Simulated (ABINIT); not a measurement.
# Worked example: self-consistent single point of SnSe2 (P-3m1, 3 atoms in the cell) in ABINIT

Level of theory: PBE, PAW (JTH v2.0 PBE PAW) (plane waves; ABINIT 10.0.3).

This input was run:

```
# SnSe2, JTH v2.0 PBE PAW
pp_dirpath "./"
pseudos "Sn.GGA_PBE-JTH.xml, Se.GGA_PBE-JTH.xml"
acell 3*1.0
rprim
         7.1127573736    0.0000004247    0.0000000000
        -3.5563790546    6.1598283642    0.0000000000
         0.0000000000    0.0000000000   12.0077298664
natom 3
ntypat 2
znucl 50 34
typat 1 2 2
xred
         0.0000000000    0.0000000000    0.0000000000
         0.6666666667    0.3333333333    0.7571000000
         0.3333333333    0.6666666667    0.2429000000
ecut 544 eV
pawecutdg 1088 eV
pawxcdev 0
ixc 11
occopt 1
nband 15
kptopt 1
ngkpt 8 8 4
nshiftk 1
shiftk 0 0 0
nstep 50
tolvrs 1.0e-11
prtwf 0
prtden 0
prtvol 1
enunit 2
```

Output (repeated stretches shortened):

```
 Symmetries : space group P-3 m 1 (#164); Bravais hP (primitive hexag.)

 -outvars: echo values of preprocessed input variables --------
            acell      1.0000000000E+00  1.0000000000E+00  1.0000000000E+00 Bohr
             ecut      1.99916330E+01 Hartree
           enunit           2
              ixc          11
         kptrlatt        8    0    0      0    8    0      0    0    4
          kptrlen      4.80309195E+01
            natom           3
            nband          15
            ngfft          30      30      50
          ngfftdg          45      45      72
             nkpt          35
            nstep          50
             nsym          12
           ntypat           2
        pawecutdg      3.99832660E+01 Hartree
         pawxcdev           0
            rprim      7.1127573736E+00  4.2470000000E-07  0.0000000000E+00
                      -3.5563790546E+00  6.1598283642E+00  0.0000000000E+00
                       0.0000000000E+00  0.0000000000E+00  1.2007729866E+01
          spgroup         164
           tolvrs      1.00000000E-11
            typat      1  2  2
           useylm           1
             xred      0.0000000000E+00  0.0000000000E+00  0.0000000000E+00
                       6.6666666667E-01  3.3333333333E-01  7.5710000000E-01
                       3.3333333333E-01  6.6666666667E-01  2.4290000000E-01
            znucl       50.00000   34.00000

== DATASET  1 ==================================================================

 Exchange-correlation functional for the present dataset will be:
  GGA: Perdew-Burke-Ernzerhof functional - ixc=11
 Citation for XC functional:
  J.P.Perdew, K.Burke, M.Ernzerhof, PRL 77, 3865 (1996)

 Real(R)+Recip(G) space primitive vectors, cartesian coordinates (Bohr,Bohr^-1):
 R(1)=  7.1127574  0.0000004  0.0000000  G(1)=  0.1405924  0.0811711  0.0000000
 R(2)= -3.5563791  6.1598284  0.0000000  G(2)= -0.0000000  0.1623422  0.0000000
 R(3)=  0.0000000  0.0000000 12.0077299  G(3)=  0.0000000  0.0000000  0.0832797
 Unit cell volume ucvol=  5.2609907E+02 bohr^3
 Angles (23,13,12)=  9.00000000E+01  9.00000000E+01  1.20000000E+02 degrees

 Coarse grid specifications (used for wave-functions):

 getcut: wavevector=  0.0000  0.0000  0.0000  ngfft=  30  30  50
         ecut(hartree)=     19.992   => boxcut(ratio)=   2.06881

 Fine grid specifications (used for densities):

 getcut: wavevector=  0.0000  0.0000  0.0000  ngfft=  45  45  72
         ecut(hartree)=     39.983   => boxcut(ratio)=   2.10653

   2.29087519E+03                                ecore*ucvol(ha*bohr**3)

_setup2: Arith. and geom. avg. npw (full set) are    2246.512    2246.492

--- !BeginCycle
solver: {iscf: 17, nstep: 50, nline: 4, wfoptalg: 10, }
tolerances: {tolvrs: 1.00E-11, }
...

     iter   Etot(hartree)      deltaE(h)  residm     nres2
 ETOT  1  -88.798752060328    -8.880E+01 1.458E-01 2.768E+00
 ETOT  2  -88.903693075092    -1.049E-01 2.366E-02 8.758E-01
 ETOT  3  -88.903017564370     6.755E-04 1.217E-02 1.525E-01
 ETOT  4  -88.903030884651    -1.332E-05 6.725E-03 3.557E-03
 ETOT  5  -88.903058426775    -2.754E-05 1.287E-03 3.372E-04
 ETOT  6  -88.903062343525    -3.917E-06 7.853E-04 6.507E-05
   [... 2 lines left out ...]
 ETOT  9  -88.903063885543    -2.450E-08 3.664E-04 1.303E-07
 ETOT 10  -88.903063887359    -1.816E-09 2.050E-04 1.692E-08
 ETOT 11  -88.903063887637    -2.777E-10 2.241E-04 1.193E-09
 ETOT 12  -88.903063887646    -8.811E-12 1.901E-04 2.790E-10
 ETOT 13  -88.903063887651    -5.372E-12 1.970E-04 9.467E-12

 At SCF step   13       nres2   =  9.47E-12 < tolvrs=  1.00E-11 =>converged.

 Cartesian components of stress tensor (hartree/bohr^3)
  sigma(1 1)= -2.15625187E-04  sigma(3 2)=  0.00000000E+00
  sigma(2 2)= -2.15625187E-04  sigma(3 1)=  0.00000000E+00
  sigma(3 3)= -2.16195450E-04  sigma(2 1)= -1.29538915E-15

 ----iterations are completed or convergence reached----

 reduced coordinates (array xred) for    3 atoms
       0.000000000000      0.000000000000      0.000000000000
       0.666666666667      0.333333333333      0.757100000000
       0.333333333333      0.666666666667      0.242900000000
 cartesian forces (eV/Angstrom) at end:
    1     -0.00000000000000    -0.00000000000000    -0.00000000000000
    2     -0.00000000000000    -0.00000000000000    -0.85363432511999
    3      0.00000000000000     0.00000000000000     0.85363432511999
 frms,max,avg= 4.0240708E-01 8.5363433E-01   0.000E+00  0.000E+00  0.000E+00 e/A
 length scales=  1.000000000000  1.000000000000  1.000000000000 bohr
              =  0.529177208590  0.529177208590  0.529177208590 angstroms
 Fermi (or HOMO) energy (hartree) =   0.06349   Average Vxc (hartree)=  -0.35073
 Eigenvalues (hartree) for nkpt=  35  k points:
 kpt#   1, nband= 15, wtk=  0.00391, kpt=  0.0000  0.0000  0.0000 (reduced coord)
  -0.71677   -0.71677   -0.71529   -0.71468   -0.71468   -0.45245   -0.38925   -0.15856
   0.04238    0.04238    0.05390    0.05567    0.05567    0.11293    0.17914
 prteigrs : prtvol=0 or 1, do not print more k-points.

 Fermi (or HOMO) energy (eV) =   1.72762   Average Vxc (eV)=  -9.54387
 Eigenvalues (   eV  ) for nkpt=  35  k points:
 kpt#   1, nband= 15, wtk=  0.00391, kpt=  0.0000  0.0000  0.0000 (reduced coord)
 -19.50423  -19.50423  -19.46396  -19.44749  -19.44749  -12.31189  -10.59206   -4.31473
   1.15325    1.15325    1.46676    1.51488    1.51488    3.07295    4.87460
 prteigrs : prtvol=0 or 1, do not print more k-points.

--- !EnergyTerms
comment             : Components of total free energy in Hartree
kinetic             :  1.86716381702041E+01
hartree             :  3.81102433938407E+01
xc                  : -1.95199431244178E+01
Ewald energy        : -5.43812361338598E+01
psp_core            :  4.35445591435947E+00
local_psp           : -9.86105485945920E+01
spherical_terms     :  2.24723267350167E+01
total_energy        : -8.89030636394486E+01
total_energy_eV     : -2.41917539102304E+03
...

-Cartesian components of stress tensor (GPa)         [Pressure=  6.3495E+00 GPa]
- sigma(1 1)= -6.34391096E+00  sigma(3 2)=  0.00000000E+00
- sigma(2 2)= -6.34391096E+00  sigma(3 1)=  0.00000000E+00
- sigma(3 3)= -6.36068866E+00  sigma(2 1)= -3.81116583E-11

 Calculation completed.
```

The run converged in 13 iterations.

The starting cell comes from a database of computed structures (which also holds hypothetical and non-ambient phases and stackings), without a prior relaxation at this level. Its lattice was rescaled by a random factor within 2.5 % of one. With a pressure of about 6 GPa the cell is away from its equilibrium volume at this level.

Cost on one core of a shared machine: roughly 30 s.
